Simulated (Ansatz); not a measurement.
The starting structures come from a database of crystals and need not be the phases stable at ambient conditions.

Tunnelling through a barrier is set by its complex band structure: the current falls as exp(−2κd) with the smallest κ.

```xyz
4
Lattice="6.9323 0.0000 0.0000 3.4662 6.8755 0.0000 3.4662 -0.5825 1.9146" Properties=species:S:1:pos:R:3 pbc="T T T"
Al     4.6216     0.0043     0.0013
Al     9.2431     3.1508     0.9586
As     4.6216     2.3619     0.7186
As     9.2431     5.5084     1.6758
```

Space group of this cell: P6_3mc, wurtzite. The cell is taken as given.

Transport runs along the normal of the first two printed cell vectors, the (111) plane of the conventional cell.

No gap correction and no spin-orbit coupling; mid-gap values are interpolated between computed energies.

Predict the band gap and the smallest decay constant κ at mid-gap from PBEsol in Ansatz (a program for electronic structure).

Gap 1.62 eV on a 16×16×16 mesh; κ = 0.116 1/Å, at the zone centre.
